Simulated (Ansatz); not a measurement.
Base system: CdS in the zinc blende structure (space group F-43m, No. 216; a = 5.878 Å).

The values are results of r2SCAN, PAW, 500 eV (Ansatz, a program for electronic structure; scalar-relativistic without spin-orbit coupling), not measurements.

One change was made to it. Results:

```tsv
quantity	base	after
volume per atom	25.38 Å³	15.11 Å³
band gap	1.54 eV	2.32 eV
gap character	direct at Γ	direct at Γ
electron mass	0.15 mₑ (at Γ)	0.21 mₑ (at Γ)
hole mass (degenerate bands, along [100])	0.16, 0.78, 0.78 mₑ (at Γ)	0.23, 0.39, 0.39 mₑ (at Γ)
```

**Question.** Which change produced these results?
A) pressure 3 GPa
B) pressure −1 GPa
C) pressure 100 GPa
D) pressure 15 GPa

**Answer.** C, pressure 100 GPa. For comparison, the band gap in the other runs: pressure 3 GPa gives 1.64 eV; pressure −1 GPa gives 1.50 eV; pressure 15 GPa gives 1.90 eV.

Load acts through the strain it causes; cell and atoms are relaxed under it. Effective masses come from finite differences of ±0.01 Å⁻¹. No phonon test of stability was made. Tetrahedral semiconductors of this kind turn to denser phases somewhere between about 1 and 50 GPa; those were not computed, so compressed cells here can lie past the real transition.
